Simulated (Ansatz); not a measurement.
Take ZnF2 in the rutile structure (space group P4_2/mnm, No. 136; a = 4.7173 Å, c = 3.1285 Å) as the base.

Method: PBEsol (Ansatz, a quantum-chemistry and plane-wave program), no spin-orbit coupling.

Base values:

```
Property    Result
--------  --------
Pressure  0.00 GPa
```

Perturbation: every lattice vector is stretched by 2.40 %, atoms relaxed at fixed cell.

Q: What does the calculation give for the largest internal atomic displacement after the change?

A: The largest internal atomic displacement amounts to 0.023 Å.

Q: What does the calculation give for the energy relative to the base after the change?

A: The energy goes up by 19 meV/atom.

Q: What happens to the pressure?

A: The pressure (mean of the normal stresses, compression positive) goes from zero to -6.68 GPa.

The cells carry an imposed strain or load. Whether these cells are dynamically stable was not tested.
